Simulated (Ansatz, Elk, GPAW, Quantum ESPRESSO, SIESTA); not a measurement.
Code comparison for AlNi6Pd (P4/mmm, 8 atoms in the cell)

Self-consistent single point.

```yaml
crystal:
  lattice:
    - [3.60973, 0.00000, 0.00000]
    - [0.00000, 3.60973, 0.00000]
    - [0.00000, 0.00000, 7.26536]
  atoms:
    - { symbol: Al, position: [0.00000, 0.00000, 0.00000] }
    - { symbol: Ni, position: [0.50000, 0.50000, 0.00000], spin: 2.0 }
    - { symbol: Ni, position: [0.50000, 0.50000, 0.50000] }
    - { symbol: Ni, position: [0.50000, 0.00000, 0.23985], spin: 2.0 }
    - { symbol: Ni, position: [0.50000, 0.00000, 0.76015], spin: 2.0 }
    - { symbol: Ni, position: [0.00000, 0.50000, 0.23985], spin: 2.0 }
    - { symbol: Ni, position: [0.00000, 0.50000, 0.76015], spin: 2.0 }
    - { symbol: Pd, position: [0.00000, 0.00000, 0.50000] }
```
(The spins are starting values, not results.)

Shared settings, as Ansatz (an electronic-structure program) writes them: kpoints.mp_grid.grid = 5 5 3; scf.occupations.method = gaussian; scf.occupations.width = 0.1 eV. Potentials and cutoffs stand in the table.

| code | model | pressure (GPa) | largest force (eV/Å) | size of the net moment (μB/atom) | cutoff |
|---|---|---|---|---|---|
| Quantum ESPRESSO | LDA (PZ), GBRV 1.5 ultrasoft (LDA) pseudopotentials | -16.04 | 0.241 | 0.32 | 50 Ry |
| Elk | LDA (PW92), all-electron FP-LAPW, Elk's shipped species files, APW+lo basis with extra local orbitals | – | – | 0.29 | rgkmax 7.5 |
| GPAW | LDA (Perdew-Wang 92), GPAW PAW datasets LDA (gpaw-data 1.0.1) | -15.28 | 0.270 | 0.31 | 850 eV |
| SIESTA | LDA PW92, numerical atomic orbitals DZP, PseudoDojo LDA standard norm-conserving potentials (rewritten from UPF to PSML) | -18.86 | 0.280 | 0.31 | grid 300 Ry |
| Ansatz | LDA (PW92), PAW files made with PBE | -16.31 | 0.243 | 0.30 | default |

A dash marks a value that a program does not give, or that is left out as unsure.

On Ansatz's run: the magnetic order is the one reached from the typed start; others were not searched systematically.

The spread over the programs that give each value: pressure within 3.58 GPa; largest force within 0.039 eV/Å; size of the net moment within 0.03 μB/atom.

SIESTA uses small atom-centred bases, whose incompleteness enters pressures, forces and empty levels differently from a plane-wave cutoff. Elk treats all electrons, but the usual bases taken here (sphere radii, linearisation, local orbitals, empty states) were not tested for convergence, so the values are no reference for the others. Ansatz's pressure is given at a fixed set of plane waves, as the other plane-wave codes print theirs; with its correction for the finite basis it is -16.26 GPa. The same LDA comes in different parametrisations, which differ slightly. In the pressure, SIESTA (by 2.82) lies more than 1 GPa from the median of the plane-wave programs.

The shared mesh is coarse (it stands for a supercell whose shortest vector is 18 Å), so the values are not converged in it.

The starting cell comes from a database of computed structures (which also holds hypothetical and non-ambient phases and stackings), without a prior relaxation at this level. Its lattice was rescaled by a random factor within 2.5 % of one.

Keys are those of Ansatz 0.2.
